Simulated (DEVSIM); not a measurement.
Structure: Schottky contact on p-type Si, at 300 K.

```csv
layer (left to right),material,thickness (μm),Na (cm⁻³),τn (s),τp (s)
1,Si,6.80,1.9e16,0.00017,0.00017
2,Si,6.40,1.2e18,0.00017,0.00017
```

Left contact: Schottky, work function 4.594 eV, emission velocity 7.8e6 cm/s. Right contact: ohmic. Voltage is applied to the left contact. Recombination: SRH at mid-gap, Auger. Mobility is μmin + (μ − μmin)/(1 + (N/Nref)^α).

The device is made up for the run: typed textbook-type constants, with dimensions and the other settings drawn at random. Values at 300 K.

```csv
parameter,Si
gap (eV),1.124
affinity (eV),4.05
permittivity,11.7
Nc (cm⁻³),2.86e19
Nv (cm⁻³),3.1e19
μn (cm²/Vs),1417
μp (cm²/Vs),470
"μn,min",52
"μp,min",45
"Nref,n",9.7e16
"Nref,p",2.2e17
αn,0.68
αp,0.72
Cn (cm⁶/s),2.8e-31
Cp (cm⁶/s),9.9e-32
```

Simulated with DEVSIM: 1D drift-diffusion, Boltzmann statistics, complete ionisation; no tunnelling, impact ionisation, image-force lowering or self-heating. Metal contacts follow the ideal Schottky-Mott rule: no Fermi-level pinning, no interface dipoles.

Task: Tabulate band edges, carrier densities and field at zero bias.

Result: Energies count from the Fermi level of the right contact; mesh points crowd at the junctions.

```json
[
 {"x (μm)": "0.000", "Ec (eV)": "0.544", "Ev (eV)": "-0.580", "n (cm⁻³)": "2.1e10", "p (cm⁻³)": "5.6e9", "field (V/cm)": "46000"},
 {"x (μm)": "0.03245", "Ec (eV)": "0.678", "Ev (eV)": "-0.446", "n (cm⁻³)": "1.1e8", "p (cm⁻³)": "1.0e12", "field (V/cm)": "37000"},
 {"x (μm)": "0.1085", "Ec (eV)": "0.873", "Ev (eV)": "-0.251", "n (cm⁻³)": "63000", "p (cm⁻³)": "1.9e15", "field (V/cm)": "15000"},
 {"x (μm)": "0.2993", "Ec (eV)": "0.933", "Ev (eV)": "-0.191", "n (cm⁻³)": "6200", "p (cm⁻³)": "1.9e16", "field (V/cm)": "50"},
 {"x (μm)": "0.9821", "Ec (eV)": "0.933", "Ev (eV)": "-0.191", "n (cm⁻³)": "6100", "p (cm⁻³)": "1.9e16", "field (V/cm)": "≈ 0"},
 {"x (μm)": "2.333", "Ec (eV)": "0.933", "Ev (eV)": "-0.191", "n (cm⁻³)": "6100", "p (cm⁻³)": "1.9e16", "field (V/cm)": "≈ 0"},
 {"x (μm)": "4.632", "Ec (eV)": "0.933", "Ev (eV)": "-0.191", "n (cm⁻³)": "6100", "p (cm⁻³)": "1.9e16", "field (V/cm)": "≈ 0"},
 {"x (μm)": "6.147", "Ec (eV)": "0.933", "Ev (eV)": "-0.191", "n (cm⁻³)": "6100", "p (cm⁻³)": "1.9e16", "field (V/cm)": "≈ 0"},
 {"x (μm)": "6.535", "Ec (eV)": "0.933", "Ev (eV)": "-0.191", "n (cm⁻³)": "6100", "p (cm⁻³)": "1.9e16", "field (V/cm)": "≈ 0"},
 {"x (μm)": "6.701", "Ec (eV)": "0.935", "Ev (eV)": "-0.189", "n (cm⁻³)": "5700", "p (cm⁻³)": "2.0e16", "field (V/cm)": "600"},
 {"x (μm)": "6.771", "Ec (eV)": "0.954", "Ev (eV)": "-0.170", "n (cm⁻³)": "2600", "p (cm⁻³)": "4.4e16", "field (V/cm)": "8500"},
 {"x (μm)": "6.811", "Ec (eV)": "1.038", "Ev (eV)": "-0.086", "n (cm⁻³)": "100", "p (cm⁻³)": "1.1e18", "field (V/cm)": "4200"},
 {"x (μm)": "6.857", "Ec (eV)": "1.040", "Ev (eV)": "-0.084", "n (cm⁻³)": "< 1e2", "p (cm⁻³)": "1.2e18", "field (V/cm)": "≈ 0"},
 {"x (μm)": "6.967", "Ec (eV)": "1.040", "Ev (eV)": "-0.084", "n (cm⁻³)": "< 1e2", "p (cm⁻³)": "1.2e18", "field (V/cm)": "≈ 0"},
 {"x (μm)": "7.369", "Ec (eV)": "1.040", "Ev (eV)": "-0.084", "n (cm⁻³)": "< 1e2", "p (cm⁻³)": "1.2e18", "field (V/cm)": "≈ 0"},
 {"x (μm)": "8.223", "Ec (eV)": "1.040", "Ev (eV)": "-0.084", "n (cm⁻³)": "< 1e2", "p (cm⁻³)": "1.2e18", "field (V/cm)": "≈ 0"},
 {"x (μm)": "10.13", "Ec (eV)": "1.040", "Ev (eV)": "-0.084", "n (cm⁻³)": "< 1e2", "p (cm⁻³)": "1.2e18", "field (V/cm)": "≈ 0"},
 {"x (μm)": "11.90", "Ec (eV)": "1.040", "Ev (eV)": "-0.084", "n (cm⁻³)": "< 1e2", "p (cm⁻³)": "1.2e18", "field (V/cm)": "≈ 0"},
 {"x (μm)": "12.80", "Ec (eV)": "1.040", "Ev (eV)": "-0.084", "n (cm⁻³)": "< 1e2", "p (cm⁻³)": "1.2e18", "field (V/cm)": "≈ 0"},
 {"x (μm)": "13.04", "Ec (eV)": "1.040", "Ev (eV)": "-0.084", "n (cm⁻³)": "< 1e2", "p (cm⁻³)": "1.2e18", "field (V/cm)": "≈ 0"},
 {"x (μm)": "13.15", "Ec (eV)": "1.040", "Ev (eV)": "-0.084", "n (cm⁻³)": "< 1e2", "p (cm⁻³)": "1.2e18", "field (V/cm)": "≈ 0"},
 {"x (μm)": "13.20", "Ec (eV)": "1.040", "Ev (eV)": "-0.084", "n (cm⁻³)": "< 1e2", "p (cm⁻³)": "1.2e18", "field (V/cm)": "≈ 0"}
]
```
